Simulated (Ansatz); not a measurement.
## What pressure 0.3 GPa does to AlN

Start from AlN (space group P6_3/mmc, No. 194; a = 3.302 Å, c = 4.141 Å; a cell from a computed database, its experimental status unchecked).

The change: cell and atoms relaxed at a pressure of 0.3 GPa.

All numbers come from Kohn–Sham DFT with the PBEsol functional, run in Ansatz (a program for electronic structure) with PAW and 420 eV plane waves, no spin-orbit coupling. Γ-centred 11×11×8 mesh, Fermi–Dirac width 0.05 eV.

```csv
quantity,base,changed,shift
volume per atom,9.77 Å³,9.76 Å³,-0.01 Å³
density,3.48 g/cm³,3.49 g/cm³,+0.005 g/cm³
c/a ratio,1.254,1.254,0.000
shortest interatomic distance,1.906 Å,1.905 Å,-0.001 Å
enthalpy H = E + PV relative to the base's energy,–,+0.02 eV/atom,–
band gap,3.32 eV,3.33 eV,+0.01 eV
gap character,direct at Γ,direct at Γ,–
width of the top valence band,2.73 eV,2.73 eV,0.00 eV
electron mass,"0.33 mₑ along c, 0.30 mₑ across (at Γ)","0.34 mₑ along c, 0.30 mₑ across (at Γ)",–
hole mass,"0.28 mₑ along c, 0.91 mₑ across (at Γ)","0.28 mₑ along c, 0.91 mₑ across (at Γ)",–
"valence-band top at Γ (three highest levels, from the VBM)","0.00, -1.60, -1.60 eV","0.00, -1.60, -1.60 eV",–
"valley order (the lowest conduction-band minima on the path, energy above the VBM, named in the base's zone)","Γ 3.32 eV; M (1/2, 0, 0) 3.82 eV","Γ 3.33 eV; M (1/2, 0, 0) 3.82 eV",–
```

Cost of the whole job for the changed cell (relaxation, final SCF and bands): very roughly 17 core-seconds.

Load acts through the strain it causes; cell and atoms are relaxed under it. Masses are band curvatures over ±0.01 Å⁻¹ around the edge. Stability against distortions was not tested. This is not the structure that AlN has at room temperature and ambient pressure.
